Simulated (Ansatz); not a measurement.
Start from SiO$_{2}$ in the rutile structure (space group P4_2/mnm, No. 136; a = 4.195 Å, c = 2.678 Å). Axes: x, y, z lie along a, b, c of the conventional cell.

All numbers come from DFT with PBEsol, PAW potentials and a 420 eV plane-wave cutoff in Ansatz (an electronic-structure program), spin-orbit coupling left out.

For the base:

| Property | Result |
|---|---|
| Electron mass | 0.37 mₑ along c, 0.47 mₑ across (at Γ) |
| Valley order | Γ 5.35 eV; A (1/2, 1/2, 1/2) 6.97 eV |
| Valence-band top at Γ | 0.00, -0.88, -0.88 eV |

It is then changed as follows: the cell is compressed by 2.40 % along z with no lateral relaxation, atoms relaxed at fixed cell.

Task: Predict the new electron mass.

Result: The electron mass changes from 0.37 mₑ along c, 0.47 mₑ across (at Γ) to 0.44 mₑ along z, 0.50 mₑ across (at Γ).

Task: How does this affect the stress?

Result: The stress (xx, yy, zz, yz, xz, xy; compression positive) amounts to (4.63, 4.63, 18.62, 0.00, 0.00, 0.00) GPa.

Task: Predict the new valley order.

Result: The valley order (the lowest conduction-band minima on the path, energy above the VBM, named in the base's zone) becomes Γ 5.86 eV; A (1/2, 1/2, 1/2) 7.17 eV (base: Γ 5.35 eV; A (1/2, 1/2, 1/2) 6.97 eV).

Task: What happens to the valence-band top at Γ?

Result: The valence-band top at Γ (three highest levels, from the VBM) goes from 0.00, -0.88, -0.88 eV to 0.00, -0.92, -0.92 eV.

The levels and masses belong to the bands next to the band gap. The cells carry an imposed strain or load. Masses are band curvatures over ±0.01 Å⁻¹ around the edge. No phonon test of stability was made.
